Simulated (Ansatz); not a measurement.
Consider SiO2 in the CdI2 type structure (space group P-3m1, No. 164; a = 2.670 Å, c = 4.541 Å; a hypothetical phase, not in the database extracts checked; layered, stacked along the Cartesian z axis).

Levels (all Ansatz, a quantum-chemistry and plane-wave program, PAW, earlier PAW set): r2SCAN+rVV10 (500 eV, no SOC); HSE06+SOC (420 eV, noncollinear with spin-orbit coupling).

The geometry is relaxed with r2SCAN+rVV10.

| Property | Result |
|---|---|
| r2SCAN+rVV10 band gap | 7.22 eV |

Task: Predict the band gap from HSE06+SOC.

Result: The band gap increases by 1.19 eV, from 7.22 eV to 8.41 eV.

Single points use the geometry relaxed with r2SCAN+rVV10. HSE06 gaps are upper bounds (no full band path). The spin-orbit shifts are approximate. No phonon test of stability was made.
